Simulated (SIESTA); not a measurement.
Input and output of a self-consistent single point for CsBS2 (Immm, 8 atoms in the cell) (SIESTA).

Method of the run: GGA PBEsol, numerical atomic orbitals DZP, PseudoDojo PBEsol standard norm-conserving potentials (rewritten from UPF to PSML) run with SIESTA.

```xyz
8
Lattice="-2.3051 3.1286 9.0222 2.3051 -3.1286 9.0222 2.3051 3.1286 -9.0222" Properties=species:S:1:pos:R:3 pbc="T T T"
Cs     2.3051     0.0000     6.4767
Cs     0.0000     3.1286     2.5455
B      0.0000     3.1286     7.8038
B      2.3051     0.0000     1.2184
S      0.0000     3.1286     6.0510
S      2.3051     0.0000     2.9712
S      0.0000     1.6900     9.0222
S      2.3051     1.4386     0.0000
```

Reference input (self-consistent single point, DFT, GGA PBEsol, numerical atomic orbitals DZP, PseudoDojo PBEsol standard norm-conserving potentials (rewritten from UPF to PSML)): XC.functional = GGA; XC.authors = PBEsol; potentials = PseudoDojo PBEsol standard; PAO.BasisSize = DZP; PAO.EnergyShift = 0.01 Ry; MeshCutoff = 350 Ry; kgrid.MonkhorstPack = 4 4 4; OccupationFunction = FD; ElectronicTemperature = 20 meV; MaxSCFIterations = 150; SCF.Mixer.Method = Pulay; SCF.Mixer.Weight = 0.25. This run's input differs from it in these lines:

```diff
@@ -35,5 +35,5 @@
 %block kgrid.MonkhorstPack
-    4   0   0  0.0
-    0   4   0  0.0
-    0   0   4  0.0
+    3   0   0  0.0
+    0   3   0  0.0
+    0   0   3  0.0
 %endblock kgrid.MonkhorstPack
```

Log, with long lists cut:

```
        iscf     Eharris(eV)        E_KS(eV)     FreeEng(eV)     dDmax    Ef(eV) dHmax(eV)
   scf:    1    -2634.843275    -2632.490644    -2632.490644  1.767284 -4.179017  3.037129
   scf:    2    -2633.988731    -2633.371798    -2633.371798  0.054921 -4.569224  1.693295
   scf:    3    -2633.705308    -2633.570771    -2633.570771  0.049336 -3.640687  0.692300
   scf:    4    -2633.609436    -2633.591843    -2633.591843  0.020151 -3.822816  0.302604
   scf:    5    -2633.600342    -2633.596489    -2633.596489  0.011629 -3.931949  0.094382
   [... 2 lines left out ...]
   scf:    8    -2633.597254    -2633.597267    -2633.597267  0.001899 -3.983497  0.009906
   scf:    9    -2633.597281    -2633.597276    -2633.597276  0.000709 -3.985000  0.000325
   scf:   10    -2633.597276    -2633.597276    -2633.597276  0.000095 -3.984719  0.000104
   scf:   11    -2633.597276    -2633.597276    -2633.597276  0.000008 -3.984796  0.000050
SCF Convergence by DM+H criterion
max |DM_out - DM_in|         :     0.0000082874
max |H_out - H_in|      (eV) :     0.0000498537
SCF cycle converged after 11 iterations

Using DM_out to compute the final energy and forces

siesta: E_KS(eV) =            -2633.5973

siesta: E_KS - E_eggbox =     -2633.5973

siesta: Atomic forces (eV/Ang):
     1    0.000055   -0.000072   -0.010070
     2   -0.000055    0.000072    0.010070
     3    0.000108   -0.000046    0.128767
     4   -0.000108    0.000046   -0.128767
     5    0.000014    0.000011   -0.018710
     6   -0.000014   -0.000011    0.018710
     7   -0.000055    0.037934   -0.000093
     8    0.000055   -0.037934    0.000093
   Tot    0.000000    0.000000   -0.000000
   Max    0.128767
   Res    0.039234    sqrt( Sum f_i^2 / 3N )
   Max    0.128767    constrained

   [... lines left out ...]
siesta: FreeEng =     -2633.597276
   [... lines left out ...]
siesta:     0.002301   -0.000001    0.000004
siesta:    -0.000001    0.013415    0.000006
siesta:     0.000004    0.000006    0.005953

siesta: Cell volume =        260.263445 Ang**3

siesta: Pressure (static):
siesta:                Solid            Molecule  Units
siesta:          -0.00007867         -0.00008926  Ry/Bohr**3
siesta:          -0.00722289         -0.00819571  eV/Ang**3
siesta:         -11.57234250        -13.13097081  kBar
```

The run converged in 11 iterations. Against the reference run the free energy goes up by 1.4 meV/atom, the pressure hardly changes (-1.17 to -1.16 GPa), the largest force moves little (0.131 to 0.129 eV/Å) and the gap on the mesh goes from 2.882 to 3.024 eV.

The starting cell comes from a database of computed structures (which also holds hypothetical and non-ambient phases and stackings), without a prior relaxation at this level. Its lattice was rescaled by a random factor within 2.5 % of one. Values carry the incompleteness of an atom-centred basis. The basis of the alkali or alkaline-earth atoms may lack their empty d shell, which can raise the gap. Another mesh or the band path of this cell gives a smaller gap, so this value is not converged in the mesh.

Cost on one core of a shared machine: roughly 40 s.
